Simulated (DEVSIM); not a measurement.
System: Pd/HfO2/n-GaAs capacitor, at 300 K.

| layer (left to right) | material | thickness (nm) | Nd (cm⁻³) |
|---|---|---|---|
| 1 | HfO2 | 11.0 | - |
| 2 | GaAs | 7800 | 6.9e15 |

Metal gate on the left, work function 5.2 eV. Fixed charge at the semiconductor interface 0 cm⁻² (in units of +e); no interface traps.

Constants are typed, rounded textbook-type inputs, not results; the design itself was drawn at random and stands for no fabricated device. Values at 300 K.

```csv
parameter,HfO2,GaAs
gap (eV),5.7,1.424
affinity (eV),2.5,4.07
permittivity,22,12.9
Nc (cm⁻³),-,4.7e17
Nv (cm⁻³),-,9e18
```

DEVSIM, 1D Poisson equation in equilibrium, Boltzmann statistics, complete ionisation; no quantum confinement or tunnelling. Metal contacts follow the ideal Schottky-Mott rule: no Fermi-level pinning, no interface dipoles.

Tabulate band edges, carrier densities and field at 0.3 V on the gate.

Energies count from the Fermi level of the right contact; mesh points crowd at the junctions.

```tsv
x (μm)	Ec (eV)	Ev (eV)	n (cm⁻³)	p (cm⁻³)	field (V/cm)
0.000	2.400	-3.300	< 1e2	< 1e2	-21000
0.001479	2.397	-3.303	< 1e2	< 1e2	-21000
0.004433	2.391	-3.309	< 1e2	< 1e2	-21000
0.008271	2.382	-3.317	< 1e2	< 1e2	-21000
0.01082	2.377	-3.323	< 1e2	< 1e2	-21000
0.01220	0.802	-0.622	16000	3.2e8	-36000
0.01555	0.790	-0.634	25000	2.0e8	-36000
0.02790	0.747	-0.677	130000	3.8e7	-34000
0.05344	0.662	-0.762	3500000	1400000	-32000
0.1151	0.484	-0.940	3.5e9	1400	-26000
0.2639	0.204	-1.220	1.7e14	< 1e2	-12000
0.8417	0.109	-1.315	6.9e15	< 1e2	≈ 0
2.018	0.109	-1.315	6.9e15	< 1e2	≈ 0
4.629	0.109	-1.315	6.9e15	< 1e2	≈ 0
6.840	0.109	-1.315	6.9e15	< 1e2	≈ 0
7.409	0.109	-1.315	6.9e15	< 1e2	≈ 0
7.645	0.109	-1.315	6.9e15	< 1e2	≈ 0
7.743	0.109	-1.315	6.9e15	< 1e2	≈ 0
7.790	0.109	-1.315	6.9e15	< 1e2	≈ 0
7.803	0.109	-1.315	6.9e15	< 1e2	≈ 0
7.808	0.109	-1.315	6.9e15	< 1e2	≈ 0
7.811	0.109	-1.315	6.9e15	< 1e2	≈ 0
```
